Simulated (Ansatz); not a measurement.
System: Mg4N2O (model structure, started from the Ca4P2O type, I4/mmm, No. 139, 7 atoms in the cell). Method: LDA (Ansatz, an electronic-structure program, plane waves, PAW).

Run with plane-wave cutoff 520 eV, 20×20×20 k mesh, Fermi–Dirac smearing 0.05 eV, scalar-relativistic PAW data made under PBE.

Cell (relaxed at this level):

```cif
data_Mg4N2O
_chemical_formula_sum 'Mg4 N2 O1'
_space_group_name_H-M_alt 'P 1'
_space_group_IT_number 1
_cell_length_a 6.17598
_cell_length_b 6.17598
_cell_length_c 6.17598
_cell_angle_alpha 145.001
_cell_angle_beta 145.001
_cell_angle_gamma 50.333
loop_
_space_group_symop_operation_xyz
  'x, y, z'
loop_
_atom_site_label
_atom_site_type_symbol
_atom_site_fract_x
_atom_site_fract_y
_atom_site_fract_z
_atom_site_occupancy
Mg1 Mg 0.81049 0.81049 0.00000 1
Mg2 Mg 0.18951 0.18951 0.00000 1
Mg3 Mg 0.50000 0.00000 0.50000 1
Mg4 Mg 0.00000 0.50000 0.50000 1
N1 N 0.63151 0.63151 0.00000 1
N2 N 0.36849 0.36849 0.00000 1
O1 O 0.00000 0.00000 0.00000 1
```

**Question.** Estimate the band gap and bulk modulus that the calculation returns.

**Answer.** 
- band gap = 1.10 eV (on the SCF k mesh)
- bulk modulus = 125 GPa

Note: the bulk modulus is −V dP/dV from two relaxed cells at ±2 % in volume; the relaxation could raise the start's symmetry but not lower it, so the cell can be a saddle point.

Computed values are for the static lattice.

A model structure was made by putting elements into a prototype or built by hand; it is no filed structure, need not be a known phase, and can be a saddle point held by its symmetry.
